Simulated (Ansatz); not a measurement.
Rock-salt LuN was calculated with BLYP (PAW; Ansatz, a quantum-chemistry and plane-wave program).

Settings: plane-wave cutoff 520 eV, 20×20×20 k mesh, Fermi–Dirac smearing 0.05 eV, scalar-relativistic PAW data made under PBE.

Computed at the level's own relaxed cell.

Task: Estimate the bulk modulus, equilibrium volume per atom, pressure derivative B′ of the bulk modulus and direct gap at Γ that the calculation returns.

Result: 
- bulk modulus = 162 GPa
- equilibrium volume per atom = 13.95 Å³/atom
- pressure derivative B′ of the bulk modulus = 4.1
- direct gap at Γ = 3.17 eV

Spin–orbit coupling is not included; it can close the smallest gap of 0.16 eV.

Computing time: very roughly 3.0 core-minutes.
